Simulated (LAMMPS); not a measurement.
Fault surfaces of W (bcc) on several planes, rigid shifts with relaxation along the normal.

Method: machine-learned potential (static), pair style snap, file W_2940_2017_2.snap (LAMMPS).

```tsv
plane	largest on the first line	largest on the surface	first line along
(-1-12)	1570 mJ/m²	3680 mJ/m²	[111]
(-2-13)	1650 mJ/m²	-	[111]
(001)	3300 mJ/m²	4210 mJ/m²	[100]
```
